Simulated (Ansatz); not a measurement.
Worked example: relaxation of the atoms of AgO (P1, 8 atoms in the cell) in Ansatz (an electronic-structure program).

Method: LDA (PW92), default PAW files made with PBE (plane waves; Ansatz).

The change in words: one atom moved by 0.15 angstrom; relax: default → atoms; relax.f_tol: default → 0.2 eV/Å. Reference geometry:
```xyz
8
Lattice="5.7798 0.0000 0.0000 0.0000 3.5137 0.0000 -1.6408 0.0000 5.2678" Properties=species:S:1:pos:R:3 pbc="T T T"
Ag    -0.8204     1.7569     2.6339
Ag     0.0000     0.0000     0.0000
Ag     2.8899     1.7569     0.0000
Ag     2.0695     0.0000     2.6339
O      3.6299     0.5830     1.4762
O      0.5091     2.9307     3.7915
O      1.3295     2.3399     1.1576
O      2.8096     1.1738     4.1101
```

Reference input (self-consistent single point, DFT, LDA (PW92), plane waves, default PAW files made with PBE): basis.ecutwfc = 420 eV; kpoints.mp_grid.grid = 5 7 5; hamiltonian.xc = lda; hamiltonian.pseudopotentials = {kind: paw} (the program's default PAW files); scf.occupations.method = fermi_dirac; scf.occupations.width = 0.1 eV. This run's input differs from it in these lines:

```diff
@@ -7,3 +7,3 @@
   atoms:
-    - { symbol: Ag, position: [0.000000, 0.500000, 0.500000] }
+    - { symbol: Ag, position: [0.008083, 0.500000, 0.528475] }
     - { symbol: Ag, position: [0.000000, 0.000000, 0.000000] }
@@ -28,2 +28,4 @@
     width: 0.1
+relax:
+  f_tol: 0.2
 output:
```

Log, with long lists cut:

```
   [... SCF lines of the steps left out ...]
relax step   1: F+E_penalty+E_count = -32044.00202267 eV  Δ(F+E_penalty+E_count) = +0.000e0 eV  max|allowed force component| = 7.305e-1 eV/Å  Δτ_max = 0.0000 Å  (6 SCF iters, dr2 threshold 1.00e-4 eV, accepted)
relax step   2: F+E_penalty+E_count = -32044.06935349 eV  Δ(F+E_penalty+E_count) = -6.733e-2 eV  max|allowed force component| = 3.301e-1 eV/Å  Δτ_max = 0.0626 Å  (8 SCF iters, accepted)
relax step   3: F+E_penalty+E_count = -32044.10596526 eV  Δ(F+E_penalty+E_count) = -3.661e-2 eV  max|allowed force component| = 6.885e-2 eV/Å  Δτ_max = 0.0838 Å  (9 SCF iters, accepted)
Free energy (F): -32044.105965 eV
Internal energy: -32044.069029 eV  (E = F + TS)
E sigma→0 (E₀):  -32044.087497 eV
Entropy (-TS):   -0.036936 eV (-4.617 meV/atom)
Fermi energy:    11.603192 eV
--- Forces (eV/Å), atoms counted from 1 ---
  atom   1  Ag     0.00405714     0.00102631    -0.00245345
  atom   2  Ag    -0.00322231     0.00195943    -0.00142115
  atom   3  Ag     0.00308066    -0.00226987     0.00052801
  atom   4  Ag    -0.00123668    -0.00122326     0.00325268
  atom   5  O      0.06475448     0.00587099     0.00432604
  atom   6  O     -0.06884805    -0.00657665    -0.00509482
  atom   7  O     -0.06504848     0.00716538    -0.00329922
  atom   8  O      0.06644910    -0.00596114     0.00416468
--- Stress (GPa, compression-positive) ---
       -3.527415      -0.002018      -0.505534
   [... lines left out ...]
    - { symbol: O, position: [0.7059269061812659, 0.19002707231805305, 0.2927064786554157] }
    - { symbol: O, position: [0.2962321383113873, 0.8102132533068167, 0.7143561875680363] }
    - { symbol: O, position: [0.2961547761135145, 0.6897479905311031, 0.21431657722257147] }
    - { symbol: O, position: [0.7058992399801252, 0.30997498870253903, 0.7926879890689483] }
```

The run converged. 

Summary of the result:
Free energy E − TS (on the zero of these files): -32044.1060 eV
Pressure: -3.40 GPa
Largest force (vector length): 0.069 eV/Å
Relaxation steps: 3

The starting cell comes from a database of computed structures (which also holds hypothetical and non-ambient phases and stackings), without a prior relaxation at this level. Its lattice was rescaled by up to half a per cent. For this run, on top of that: one atom moved by 0.15 angstrom. Ansatz's pressure includes its estimate of the finite-basis (Pulay) stress. Without the estimate this run gives -4.04 GPa. A gap is left out here, as mesh or smearing make it unsure.

Cost on one core of a shared machine: roughly 3 min.

Keys are those of Ansatz 0.2.
